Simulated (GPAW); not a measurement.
Input and output of a self-consistent single point for Sc2Co (I4/mcm, 6 atoms in the cell) (GPAW).

Level of theory: LDA (Perdew-Wang 92), GPAW PAW datasets LDA (gpaw-data 1.0.1) (plane waves; GPAW 25.7.0).

```xyz
6
Lattice="-3.1501 3.1501 2.8216 3.1501 -3.1501 2.8216 3.1501 3.1501 -2.8216" Properties=species:S:1:pos:R:3 pbc="T T T"
Sc     2.0261    -1.1240     2.8216
Sc     1.1240     4.2741     0.0000
Sc     1.1240     2.0261     2.8216
Sc     2.0261     1.1240     0.0000
Co     0.0000     0.0000     4.2324
Co     0.0000     0.0000     1.4108
```

Reference input (self-consistent single point, DFT PBEsol, plane waves, GPAW PAW datasets PBEsol (made by gpaw-setup)): mode = pw; ecut = 850 eV; xc = PBEsol; kpts = 5 5 5; mesh shift (steps) = 0 0 0; occupations.name = fermi-dirac; occupations.width = 0.05 eV; nbands = -10; convergence.density = 1e-05 e/electron; symmetry.symmorphic = false; symmetry.tolerance = 0.0005; maxiter = 100. This run's input differs from it in these lines:

```diff
@@ -17,3 +17,3 @@
 calc = GPAW(mode=PW(850),
-            xc='PBEsol',
+            xc='LDA',
             kpts=(5, 5, 5),
```

Its files differ too (potentials: GPAW PAW datasets LDA (gpaw-data 1.0.1)).

Output, abridged:

```
     iter     time        total  log10-change:
                         energy   eigst   dens
iter:   1 --:--:--   -45.811718
iter:   2 --:--:--   -42.142191   +0.40  -1.18
iter:   3 --:--:--   -41.752378   +0.24  -1.32
iter:   4 --:--:--   -42.502359   -0.31  -1.45
iter:   5 --:--:--   -41.429144   -0.30  -1.38
iter:   6 --:--:--   -41.220514   -0.78  -1.72
iter:   7 --:--:--   -41.243366   -0.95  -1.97
iter:   8 --:--:--   -41.412141   -1.32  -2.02
iter:   9 --:--:--   -41.280973   -1.29  -1.90
iter:  10 --:--:--   -41.280809   -1.30  -2.34
iter:  11 --:--:--   -41.285457c  -1.69  -2.64
iter:  12 --:--:--   -41.288323c  -1.96  -2.76
   [... lines left out ...]
iter:  33 --:--:--   -41.293451c  -5.73  -4.96
iter:  34 --:--:--   -41.293454c  -5.64  -4.84
iter:  35 --:--:--   -41.293455c  -5.85  -5.14c
iter:  36 --:--:--   -41.293456c  -6.06  -5.28c
iter:  37 --:--:--   -41.293456c  -6.18  -5.34c
iter:  38 --:--:--   -41.293457c  -6.28  -5.34c
iter:  39 --:--:--   -41.293455c  -6.50  -5.38c
   [... 3 lines left out ...]
iter:  43 --:--:--   -41.293457c  -6.97  -5.72c
iter:  44 --:--:--   -41.293457c  -7.05  -5.72c
iter:  45 --:--:--   -41.293457c  -7.21  -6.12c
iter:  46 --:--:--   -41.293457c  -7.34  -6.31c
iter:  47 --:--:--   -41.293457c  -7.50c -6.33c
Converged after 47 iterations.

Dipole moment: (0.000000, -0.000000, 0.000004) |e|*Ang

Energy contributions relative to reference atoms: (reference = -158643.046257)

Kinetic:        +10.851606
Potential:       -7.919172
External:        +0.000000
XC:             -44.690246
Entropy (-ST):   -0.065340
Local:           +0.497025
SIC:             +0.000000
--------------------------
Free energy:    -41.326127
Extrapolated:   -41.293457

Showing only first 2 kpts
 Kpt  Band  Eigenvalues  Occupancy
  0    29      6.88318    0.87873
  0    30      7.01362    0.10909
  0    31      7.49032    0.00001
  0    32      7.52778    0.00000

  1    29      6.77916    1.72507
  1    30      6.92650    0.49571
  1    31      7.23331    0.00142
  1    32      7.31086    0.00030

Fermi level: 6.87099

No gap
   [... lines left out ...]
  0 Sc   -0.10166   -0.10166    0.00000
  1 Sc    0.10166    0.10166    0.00000
  2 Sc    0.10166   -0.10166    0.00000
  3 Sc   -0.10166    0.10166    0.00000
  4 Co   -0.00000    0.00000   -0.00000
  5 Co   -0.00000    0.00000   -0.00000

Stress tensor:
     0.047867     0.000000    -0.000000
     0.000000     0.047867     0.000000
    -0.000000     0.000000     0.047827
Stress (GPa, Voigt): [ 7.6692  7.6692  7.6628  0.     -0.      0.    ]
```

The run converged in 47 iterations. GPAW prints stress with tension positive. Against the reference run the pressure goes from -3.83 to -7.67 GPa and the largest force goes from 0.048 to 0.144 eV/Å.

The starting cell comes from a database of computed structures (which also holds hypothetical and non-ambient phases and stackings), without a prior relaxation at this level. Its lattice was rescaled by a random factor within 2.5 % of one. Spin polarisation is off. With a pressure of about -8 GPa the cell is away from its equilibrium volume at this level.

Cost on one core of a shared machine: roughly 4 min.
